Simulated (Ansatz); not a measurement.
## Response to strain in BN

Consider BN in the wurtzite structure (space group P6_3mc, No. 186).

```yaml
crystal:
  lattice:
    - [2.52320, 0.00000, 0.00000]
    - [-1.26160, 2.18516, 0.00000]
    - [0.00000, 0.00000, 4.17514]
  atoms:
    - { symbol: B, position: [0.33333, 0.66667, 0.00030] }
    - { symbol: B, position: [0.66667, 0.33333, 0.50030] }
    - { symbol: N, position: [0.33333, 0.66667, 0.37470] }
    - { symbol: N, position: [0.66667, 0.33333, 0.87470] }
```

Cartesian axes are those of the cell as printed.

Strains are applied to the cell and any free atomic positions relax.

Computed with LDA in Ansatz (plane waves to 420 eV, PAW, without spin-orbit coupling).

Notes on the quantities. pressure: mean of the normal stresses, compression positive.

```tsv
change	electron mass	pressure	band gap
base	0.30 mₑ along c, 0.50 mₑ across (at K)	0.00 GPa	4.93 eV
uniaxial strain ε_zz = −3.00 %	0.29 mₑ along z, 0.50 mₑ across (at K)	13.56 GPa	5.07 eV
uniaxial strain ε_zz = −2.40 %	0.29 mₑ along z, 0.50 mₑ across (at K)	10.63 GPa	5.03 eV
uniaxial strain ε_zz = −1.80 %	0.29 mₑ along z, 0.50 mₑ across (at K)	7.80 GPa	5.00 eV
uniaxial strain ε_zz = −1.20 %	0.30 mₑ along z, 0.50 mₑ across (at K)	___	___
uniaxial strain ε_zz = −0.60 %	0.30 mₑ along z, 0.50 mₑ across (at K)	2.49 GPa	4.95 eV
```

Q: What belongs in the blanks?

A: 
- uniaxial strain ε_zz = −1.20 %, pressure: 5.09 GPa
- uniaxial strain ε_zz = −1.20 %, band gap: 4.97 eV

Effective masses come from finite differences of ±0.01 Å⁻¹. Stability against distortions was not tested.

Ansatz is a quantum-chemistry and plane-wave program.
